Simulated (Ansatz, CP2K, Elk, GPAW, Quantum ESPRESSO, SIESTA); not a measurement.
## Code comparison for Zr3Au (Pm-3n, 8 atoms in the cell)

Self-consistent single point, at a second geometry (lattice scaled by 0.98). First geometry:

```xyz
8
Lattice="5.5460 0.0000 0.0000 0.0000 5.5460 0.0000 0.0000 0.0000 5.5460" Properties=species:S:1:pos:R:3 pbc="T T T"
Zr     2.7730     1.3865     0.0000
Zr     2.7730     4.1595     0.0000
Zr     1.3865     0.0000     2.7730
Zr     4.1595     0.0000     2.7730
Zr     0.0000     2.7730     1.3865
Zr     0.0000     2.7730     4.1595
Au     2.7730     2.7730     2.7730
Au     0.0000     0.0000     0.0000
```

Shared settings, as Ansatz (a quantum-chemistry and plane-wave program) writes them: kpoints.mp_grid.grid = 5 5 5; scf.occupations.method = fermi_dirac; scf.occupations.width = 0.1 eV. Potentials and cutoffs stand in the table.

```csv
code,model,ΔF from the first geometry (meV/atom),pressure (GPa),cutoff
SIESTA,"GGA PBEsol, numerical atomic orbitals DZP, PseudoDojo PBEsol standard norm-conserving potentials (rewritten from UPF to PSML)",-33.0,-0.31,grid 400 Ry
Ansatz,"PBEsol, PAW files made with PBE",-21.8,0.96,default
Elk,"PBEsol, all-electron FP-LAPW, Elk's shipped species files, default APW+lo basis",-22.0,–,default
CP2K,"PBEsol, GPW, DZVP-MOLOPT-SR-GTH basis, GTH-PBE potentials (GTH_POTENTIALS)",-12.6,2.29,grid 500 Ry
Quantum ESPRESSO,"PBEsol, GBRV 1.5 ultrasoft (PBESOL) pseudopotentials",-22.8,0.81,40 Ry
GPAW,"PBEsol, GPAW PAW datasets PBEsol (made by gpaw-setup)",-22.7,0.71,600 eV
```

A dash marks a value that a program does not give, or that is left out as unsure.

On Ansatz's run: spin-orbit coupling is off.

The spread over the programs that give each value: ΔF from the first geometry within 20.4 meV/atom; pressure within 2.60 GPa.

SIESTA and CP2K use small atom-centred bases, whose incompleteness enters pressures, forces and empty levels differently from a plane-wave cutoff. Elk treats all electrons, but the usual bases taken here (sphere radii, linearisation, local orbitals, empty states) were not tested for convergence, so the values are no reference for the others. Ansatz's pressure is given at a fixed set of plane waves, as the other plane-wave codes print theirs. In the pressure, SIESTA (by 1.12) and CP2K (by 1.47) lie more than 1 GPa from the median of the plane-wave programs.

The starting cell comes from a database of computed structures (which also holds hypothetical and non-ambient phases and stackings), without a prior relaxation at this level. Its lattice was rescaled by a random factor within 2.5 % of one. For this run, on top of that: lattice scaled by 0.98.

Left out of this page: FLEUR (with a known weakness of the program).

Keys are those of Ansatz 0.2.
